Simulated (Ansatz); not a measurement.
Take Lu in the hcp (Mg type) structure (space group P6_3/mmc, No. 194; relaxed with 0.1 eV smearing) as the base.

```
Lu
1.0
    3.50616     0.00000     0.00000
   -1.75308     3.03643     0.00000
    0.00000     0.00000     5.48202
Lu
2
Direct
  0.66667   0.33333   0.75000
  0.33333   0.66667   0.25000
```

Cartesian axes are those of the cell as printed.

Calculations: Ansatz (an electronic-structure program), PBE, PAW, cutoff 420 eV, no spin-orbit coupling.

Base values:

```
Quantity           Result
---------------  --------
Volume per atom  29.18 Å³
```

One thing is altered: biaxial strain −1.50 %, plane normal [001], relaxed out of plane (Cartesian); in-plane vectors clamped, the third vector and the atoms free.

Question: How does this affect the in-plane stress?

Answer: The mean in-plane stress (compression positive) comes out as +1.7 GPa.

Question: Estimate the effect on the volume per atom.

Answer: The volume per atom falls by 0.66 Å³, from 29.18 Å³ to 28.52 Å³.

No phonon test of stability was made.
